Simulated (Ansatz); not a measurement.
Consider the following.

Host crystal: wurtzite ZnO, with a band gap (PBE, scalar-relativistic without spin-orbit coupling).

End structure of CO on the 1x1 (10-10) surface of wurtzite ZnO (cut with top plane O + Zn), one in a 2x1 cell, started at the site 'hollow O':

```xyz
34
Lattice="6.5590 0.0000 0.0000 0.0000 5.2938 0.0000 0.0000 0.0000 28.5000" Properties=species:S:1:pos:R:3 pbc="T T T"
O      1.6397     1.9980     9.5337
O      4.9192     1.9980     9.5337
Zn     1.6397     5.4592     9.8703
Zn     4.9192     5.4592     9.8703
O      0.0000     4.6170    10.4747
O      3.2795     4.6170    10.4747
Zn     0.0000     2.6193    10.3425
Zn     3.2795     2.6193    10.3425
O      0.0000     1.9680    12.3364
O      3.2795     1.9680    12.3364
Zn     0.0000     5.2726    12.4339
Zn     3.2795     5.2726    12.4339
O      1.6397     4.6064    13.3227
O      4.9192     4.6064    13.3227
Zn     1.6397     2.5965    13.2567
Zn     4.9192     2.5965    13.2567
O      1.6394     1.9596    15.1684
O      4.9190     1.9691    15.1844
Zn     1.6395     5.2469    15.2347
Zn     4.9190     5.2531    15.2379
O      0.0008     4.6179    16.1612
O      3.2780     4.6181    16.1616
Zn     0.0150     2.6231    16.0800
Zn     3.2637     2.6231    16.0806
O      0.0180     1.9736    18.0186
O      3.2601     1.9736    18.0201
Zn     0.0061     5.2526    18.1248
Zn     3.2727     5.2527    18.1255
O      1.6395     4.6299    19.0004
O      4.9190     4.6374    18.9620
Zn     1.6393     2.7241    18.8980
Zn     4.9188     2.8085    18.5621
C      1.6408     1.4896    20.6970
O      1.6352     1.0200    21.7291
```

Set-up: 34 atoms, 9.4 Å thick at the start under the adsorbate (thin: gaps and levels are the slab's own); mesh 3x3x1; 0.01 eV smearing; dipole correction on; single point; no symmetry held, on the structure that PBE left; no spin, no spin-orbit, no U, no dispersion correction. At the end it is bonded to Zn. In PBE it is, or lies within 0.03 eV of, the lowest of the starts that converged; the order may differ at this level.

A negative adsorption energy means that the adsorbate is more stable on the surface than in its reference.

**Question.** Estimate the adsorption energy against CO(g) at the same level that HSE06, at the PBE geometry run with Ansatz (a first-principles code) returns for this input.

**Answer.** -0.27 eV

**Question.** What is the computed change of the step from the bottom to the top vacuum level, against the clean slab (HSE06, at the PBE geometry)?

**Answer.** -0.91 eV
